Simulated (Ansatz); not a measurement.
We consider ScPt3 (model structure, started from the D022 type, I4/mmm, No. 139, 4 atoms in the cell), described by LDA (Ansatz, a quantum-chemistry and plane-wave program, PAW).

Numerical settings: plane-wave cutoff 520 eV, 20×20×20 k mesh, Fermi–Dirac smearing 0.05 eV, scalar-relativistic PAW data made under PBE.

Cell (relaxed at this level):

```yaml
crystal:
  lattice:
    - [-1.95672, 1.95672, 3.99967]
    - [1.95672, -1.95672, 3.99967]
    - [1.95672, 1.95672, -3.99967]
  atoms:
    - { symbol: Pt, position: [0.50000, 0.50000, 0.00000] }
    - { symbol: Pt, position: [0.75000, 0.25000, 0.50000] }
    - { symbol: Pt, position: [0.25000, 0.75000, 0.50000] }
    - { symbol: Sc, position: [0.00000, 0.00000, 0.00000] }
```

**Question.** Give the computed bulk modulus.

**Answer.** 
bulk modulus: 232 GPa

The run finds no gap.

Note: the bulk modulus is −V dP/dV from two relaxed cells at ±2 % in volume; the relaxation could raise the start's symmetry but not lower it, so the cell can be a saddle point.

Spin–orbit coupling is not included.

Static lattice: no zero-point or thermal effects.

It cost very roughly 14 core-minutes of CPU time.

A model structure was made by putting elements into a prototype or built by hand; it is no filed structure, need not be a known phase, and can be a saddle point held by its symmetry.
